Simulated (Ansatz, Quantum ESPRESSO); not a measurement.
A Quantum ESPRESSO input for a self-consistent single point of NiS2 (P2_1, 6 atoms in the cell) (DFT, PBEsol, plane waves, PSlibrary ultrasoft (PBE) pseudopotentials):

```fortran
&control
   calculation = 'scf',
   prefix = 'run',
   outdir = './tmp',
   pseudo_dir = './',
   tprnfor = .true.,
   tstress = .true.,
/
&system
   ibrav = 0,
   nat = 6,
   ntyp = 2,
   ecutwfc = 50,
   ecutrho = 300,
   occupations = 'smearing',
   smearing = 'fermi-dirac',
   degauss = 0.00147,
   input_dft = 'pbesol',
/
&electrons
   conv_thr = 1.0d-10,
   mixing_beta = 0.3,
/
ATOMIC_SPECIES
Ni    58.6934  Ni.pbe-n-rrkjus_psl.1.0.0.UPF
S     32.0600  S.pbe-n-rrkjus_psl.1.0.0.UPF
ATOMIC_POSITIONS angstrom
Ni    1.555918271    4.335945392    3.657579233
Ni    0.511455729    1.735210392    1.222641767
S     0.251876564    4.941448515    2.035637783
S     1.815497436    2.340713515    2.844583216
S     1.281824106    1.125754152    4.477797976
S     0.785549894    3.726489152    0.402423024
K_POINTS automatic
6 5 5  0 0 0
CELL_PARAMETERS angstrom
   4.077660000     0.000000000     0.000000000
   0.000000000     5.201470000     0.000000000
  -2.010286000     0.000000000     4.880221000
```

Question: Translate this input to Ansatz (a program for electronic structure).

Answer: One input that does it (others would too):

Ansatz 0.2 input:
```yaml
# NiS2
crystal:
  lattice:
    - [4.077660, 0.000000, 0.000000]
    - [0.000000, 5.201470, 0.000000]
    - [-2.010286, 0.000000, 4.880221]
  atoms:
    - { symbol: Ni, position: [0.751060, 0.833600, 0.749470] }
    - { symbol: Ni, position: [0.248940, 0.333600, 0.250530] }
    - { symbol: S, position: [0.267410, 0.950010, 0.417120] }
    - { symbol: S, position: [0.732590, 0.450010, 0.582880] }
    - { symbol: S, position: [0.766700, 0.216430, 0.917540] }
    - { symbol: S, position: [0.233300, 0.716430, 0.082460] }
kpoints:
  mp_grid: { grid: [6, 5, 5] }
hamiltonian:
  xc: pbesol
  pseudopotentials: { kind: paw }
scf:
  occupations: { method: fermi_dirac, width: 0.02 eV }
output:
  forces: true
  eigenvalues: true
  stress: true
```

Basis settings and potentials, where a program has them, do not carry over. This input uses DFT, PBEsol, plane waves, default PAW files made with PBE.

The starting cell comes from a database of computed structures (which also holds hypothetical and non-ambient phases and stackings), without a prior relaxation at this level.
